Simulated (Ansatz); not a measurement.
**Ag on the 1x1 (0001) surface of hcp Ti, one in a 2x2 cell, started at the site 'bridge Ti-Ti (span 2.9 Å)'**

Computed with PBE (plane waves to 420 eV, PAW; Ansatz, a program for electronic structure).

Model: 17-atom slab, 6.8 Å thick at the start under the adsorbate (thin: gaps and levels are the slab's own), 6x6x1 mesh, Fermi-Dirac 0.1 eV, dipole correction, 8 atoms held, the rest relaxed; held to the start's symmetry, so lower structures may exist; no spin, no spin-orbit, no U, no dispersion correction. At the end it is bonded to 3 Ti. In PBE it is, or lies within 0.03 eV of, the lowest of the starts that converged.

```json
{
 "adsorption energy against an atom of fcc Ag": "-0.39 eV",
 "work_function_of_the_top_face": "3.83 eV",
 "change_of_the_work_function": "-0.57 eV",
 "change_of_the_step_from_the_bottom_to_the_top_vacuum_level_against_the_clean_slab": "-0.55 eV",
 "energy_released_by_relaxation": "0.64 eV",
 "height of the binding atom over the mean of the host atoms within 0.3 Å of the top one": "209.8 pm",
 "nearest_host_atoms_of_the_binding_atom": "Ti at 2.75 Å, Ti at 2.77 Å, Ti at 2.77 Å",
 "largest_move_of_a_host_atom": "0.13 Å",
 "note": "in the relaxation the adsorbate left its starting site by 0.9 Å",
 "cost": "very roughly 9 core-minutes"
}
```

A negative adsorption energy means that the adsorbate is more stable on the surface than in its reference.
